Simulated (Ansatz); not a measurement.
Reference: ZnS (F-43m), PBEsol with spin-orbit coupling, rigid bands (plane waves, PAW; Ansatz, an electronic-structure program); axes and stresses refer to this cell.

```
ZnS
1.0
    0.00000     2.67815     2.67815
    2.67815     0.00000     2.67815
    2.67815     2.67815     0.00000
Zn S
1 1
Direct
  0.00000   0.00000   0.00000
  0.25000   0.25000   0.25000
```

The Seebeck coefficient, p-type 1e19 cm⁻³ comes out as 383 μV/K, the electron conductivity mass is 0.179 mₑ and the Seebeck coefficient, n-type 1e19 cm⁻³ is -104 μV/K.

Problem. Change: uniaxial stress along [110] of 2 GPa (compression positive). What happens to Seebeck coefficient, p-type 1e19 cm⁻³, electron conductivity mass, Seebeck coefficient, n-type 1e19 cm⁻³?

Solution. Seebeck coefficient, p-type 1e19 cm⁻³ drops to 302 μV/K; electron conductivity mass moves little, to 0.181 mₑ; Seebeck coefficient, n-type 1e19 cm⁻³ moves little, to -105 μV/K.

Problem. Change: uniaxial stress along [111] of -1 GPa (compression positive). What happens to Seebeck coefficient, p-type 1e19 cm⁻³, electron conductivity mass, Seebeck coefficient, n-type 1e19 cm⁻³?

Solution. Seebeck coefficient, p-type 1e19 cm⁻³ drops to 368 μV/K; electron conductivity mass moves little, to 0.178 mₑ; Seebeck coefficient, n-type 1e19 cm⁻³ moves little, to -104 μV/K.

Problem. Change: uniaxial stress along [111] of -2 GPa (compression positive). What happens to Seebeck coefficient, p-type 1e19 cm⁻³, electron conductivity mass, Seebeck coefficient, n-type 1e19 cm⁻³?

Solution. Seebeck coefficient, p-type 1e19 cm⁻³ falls to 352 μV/K; electron conductivity mass moves little, to 0.177 mₑ; Seebeck coefficient, n-type 1e19 cm⁻³ moves little, to -103 μV/K.

Problem. Change: uniaxial stress along [111] of 1 GPa (compression positive). What happens to Seebeck coefficient, p-type 1e19 cm⁻³, electron conductivity mass, Seebeck coefficient, n-type 1e19 cm⁻³?

Solution. Seebeck coefficient, p-type 1e19 cm⁻³ falls to 357 μV/K; electron conductivity mass moves little, to 0.180 mₑ; Seebeck coefficient, n-type 1e19 cm⁻³ moves little, to -105 μV/K.

Problem. Change: uniaxial stress zz = -1 GPa (compression positive). What happens to Seebeck coefficient, p-type 1e19 cm⁻³, electron conductivity mass, Seebeck coefficient, n-type 1e19 cm⁻³?

Solution. Seebeck coefficient, p-type 1e19 cm⁻³ falls to 354 μV/K; electron conductivity mass moves little, to 0.178 mₑ; Seebeck coefficient, n-type 1e19 cm⁻³ moves little, to -104 μV/K.

Masses are for dilute carriers at 300 K, harmonic means over directions unless an axis is named. Seebeck coefficients are for the stated density at 300 K, with one relaxation time for all states and whether or not that doping can be reached. Stresses and pressures are the targets of the relaxation.  The structure type is held under load, also where the real crystal would transform.
